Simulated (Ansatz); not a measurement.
## Voigt–Reuss–Hill shear modulus of CsCl-type CoAl at several levels of theory

No measured value is used here.

```json
[
 {"level (code)": "LDA (Ansatz)", "value (GPa)": "130", "cell (Å³/atom)": "10.90"},
 {"level (code)": "PBE (Ansatz)", "value (GPa)": "115", "cell (Å³/atom)": "11.60"},
 {"level (code)": "PBE-D3(BJ) (Ansatz)", "value (GPa)": "129", "cell (Å³/atom)": "11.20"},
 {"level (code)": "HSE06 (Ansatz)", "value (GPa)": "(withheld)", "cell (Å³/atom)": "11.09"}
]
```

Question: Complete the blanks.

Answer: 
- HSE06 (Ansatz, a first-principles code), value (GPa): 153

The crystal itself was run without spin with LDA, PBE, PBE-D3(BJ), HSE06; a magnetic state was not tried in these runs. PBE-D3(BJ): the dispersion coefficients are held fixed in the derivatives. HSE06: hybrids on metals are sensitive to the k mesh. HSE06: the run warned that the count of filled bands differs between k points. Each level is taken at its own relaxed cell. K meshes differ between the levels. Ansatz's density-functional and Hartree–Fock values are scalar-relativistic unless marked +SOC, with PAW data made under PBE.
